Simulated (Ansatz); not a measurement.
Effective masses and thermopower of BP (F-43m)

Here is the system:

```
CELL_PARAMETERS angstrom
      0.00000     2.26008     2.26008
      2.26008     0.00000     2.26008
      2.26008     2.26008     0.00000
ATOMIC_POSITIONS crystal
  B  0.00000 0.00000 0.00000
  P  0.25000 0.25000 0.25000
```

These are HSE06, rigid bands (plane waves, PAW, scalar-relativistic; Ansatz, an electronic-structure program) values and carry that method's errors. How the cell was made: cell and atoms relaxed with PBEsol.

band gap: 1.95 eV
electron conductivity mass (300 K, dilute): 0.32 mₑ
hole conductivity mass (300 K, dilute): 0.37 mₑ
effective density of states N_c (300 K): 3.8e19 cm⁻³
effective density of states N_v (300 K): 3.5e19 cm⁻³
density-of-states mass, electrons: 1.32 mₑ
density-of-states mass, holes: 1.25 mₑ
Seebeck coefficient, n-type 1e19 cm⁻³, 300 K: -331 μV/K
best n-type power factor at 300 K for τ = 10 fs (best axis; densities from 1e16 to 1e21 cm⁻³ tried, whether or not they can be reached): 19.6 μW/(cm·K²) at 1e20 cm⁻³
Seebeck coefficient, p-type 1e19 cm⁻³, 300 K: 320 μV/K
best p-type power factor at 300 K for τ = 10 fs (best axis; densities from 1e16 to 1e21 cm⁻³ tried, whether or not they can be reached): 14.8 μW/(cm·K²) at 1e20 cm⁻³

Rigid bands; masses and Seebeck coefficients take one relaxation time τ for all states and one kind of carrier; polarons and phonon drag are left out. Spin-orbit coupling is left out; where it splits the top of the valence band, N_v and the p-type Seebeck coefficient come out somewhat high without it. Geometry: cell and atoms relaxed with PBEsol.
